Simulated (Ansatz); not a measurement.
Variants of one calculation on Fe2O3 (R-3c, 10 atoms in the cell)

```
Fe2O3
1.0
    2.53042     1.46094     4.56342
   -2.53042     1.46094     4.56342
    0.00000    -2.92188     4.56342
Fe O
4 6
Direct
  0.85482   0.85482   0.85482
  0.14518   0.14518   0.14518
  0.64518   0.64518   0.64518
  0.35482   0.35482   0.35482
  0.44460   0.75000   0.05540
  0.55540   0.25000   0.94460
  0.05540   0.44460   0.75000
  0.94460   0.55540   0.25000
  0.75000   0.05540   0.44460
  0.25000   0.94460   0.55540
```
Moments meant for the start (each program seeds them in its own way; μB, in the order of the atoms Fe Fe Fe Fe O O O O O O): 4.0 4.0 4.0 4.0 0.0 0.0 0.0 0.0 0.0 0.0.

Base run A: PBE+U, harder PAW files (source: ansatz) (Ansatz, a first-principles code), self-consistent single point.

Its settings: basis.ecutwfc = 930 eV; kpoints.mp_grid.grid = 4 4 4; hamiltonian.xc = pbe; hamiltonian.pseudopotentials = {kind: paw, source: ansatz}; hamiltonian.hubbard.sites = [{species: Fe, l: d, u_eff: 5.3}] eV; magnetization.spin_polarized = true; scf.occupations.method = fermi_dirac; scf.occupations.width = 0.1 eV.

The starting cell comes from a database of computed structures (which also holds hypothetical and non-ambient phases and stackings), without a prior relaxation at this level. Its lattice was rescaled by a random factor within 2.5 % of one. The magnetic order is the one reached from the typed start; others were not searched systematically. With U or open f shells several self-consistent states can exist. The program warned that, by what it read of turns of the moments, another magnetic order lies lower. In the base run, with a pressure of about 14 GPa the cell is away from its equilibrium volume at this level. Ansatz's pressure includes its estimate of the finite-basis (Pulay) stress.

ΔF is the free energy per atom less that of run A. A dash stands where there is no value to compare (another energy zero or no entropy term, no result, no spin, no clean gap, or a mesh too coarse for one). 

These are the values that this program gave, and no reference: magnets with a U can end in a higher state.

Run A gave: pressure (GPa) 13.70; largest force (eV/Å) 0.192; size of the net moment (μB/atom) 2.00; Hubbard energy (eV/atom) 0.649; k-points 13.

Runs:
- B: scf.occupations.width: 0.1 eV → 0.025 eV
- C: scf.convergence.dr2_threshold: default (1e-07 eV) → 0.001 eV
- D: crystal.symmetry.detect: default → false
- E: hamiltonian.hubbard.sites: [{species: Fe, l: d, u_eff: 5.3}] eV → [{species: Fe, l: d, u_eff: 7.0}] eV
- F: scf.mixing.algorithm: default (the program chose MSR1) → broyden; scf.mixing.beta_mag: default → 0.5
- G: scf.mixing.algorithm: default (the program chose MSR1) → anderson

Q: What does run E change against A?

A: The pressure goes from 13.70 to 14.55 GPa, the largest force goes from 0.192 to 0.262 eV/Å and the size of the net moment stays at 2.00 μB/atom.

```json
[
 {"run": "A", "ΔF (meV/atom)": "0.00", "pressure (GPa)": "13.70", "largest force (eV/Å)": "0.192", "size of the net moment (μB/atom)": "2.00", "Hubbard energy (eV/atom)": "0.649", "k-points": "13"},
 {"run": "B", "ΔF (meV/atom)": "0.01", "pressure (GPa)": "13.70", "largest force (eV/Å)": "0.192", "size of the net moment (μB/atom)": "2.00", "Hubbard energy (eV/atom)": "0.649", "k-points": "13"},
 {"run": "C", "ΔF (meV/atom)": "0.00", "pressure (GPa)": "13.69", "largest force (eV/Å)": "0.192", "size of the net moment (μB/atom)": "2.00", "Hubbard energy (eV/atom)": "0.650", "k-points": "13"},
 {"run": "D", "ΔF (meV/atom)": "0.00", "pressure (GPa)": "13.70", "largest force (eV/Å)": "0.192", "size of the net moment (μB/atom)": "2.00", "Hubbard energy (eV/atom)": "0.649", "k-points": "36"},
 {"run": "E", "ΔF (meV/atom)": "–", "pressure (GPa)": "14.55", "largest force (eV/Å)": "0.262", "size of the net moment (μB/atom)": "2.00", "Hubbard energy (eV/atom)": "0.803", "k-points": "13"},
 {"run": "F", "ΔF (meV/atom)": "0.00", "pressure (GPa)": "13.70", "largest force (eV/Å)": "0.192", "size of the net moment (μB/atom)": "2.00", "Hubbard energy (eV/atom)": "0.649", "k-points": "13"},
 {"run": "G", "ΔF (meV/atom)": "0.00", "pressure (GPa)": "13.70", "largest force (eV/Å)": "0.192", "size of the net moment (μB/atom)": "2.00", "Hubbard energy (eV/atom)": "0.649", "k-points": "13"}
]
```

Keys are those of Ansatz 0.2.
